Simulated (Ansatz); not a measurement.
**ZnO, alloy series**

The reference is ZnO in the wurtzite structure (space group P6_3mc, No. 186; a = 3.2298 Å, c = 5.2148 Å).

The other end (x = 1) is ZnS in the wurtzite structure (space group P6_3mc, No. 186): 19.23 Å³/atom, gap 2.15 eV.

S replaces a fraction x of O; each row is one arrangement (x, atoms in the cell, starting space group or random), fully relaxed.

Levels (all Ansatz, a first-principles code, PAW): PBEsol (420 eV, no spin-orbit coupling); r2SCAN (500 eV, scalar-relativistic without spin-orbit coupling); HSE06 (420 eV, scalar-relativistic without spin-orbit coupling).

Band gaps by level, all at the geometries relaxed with PBEsol:

```csv
case,PBEsol,r2SCAN,HSE06
base,0.70 eV,1.24 eV,2.53 eV
"x(S) = 0.75, 8 atoms, Cm",0.69 eV,1.22 eV,1.98 eV
"x(S) = 0.75, 8 atoms, P3m1",0.74 eV,1.27 eV,2.03 eV
```

Single points use the geometry relaxed with PBEsol. Each cell is one ordered arrangement of few atoms, which overstates ordering effects compared with a random alloy. Stability against distortions was not tested.
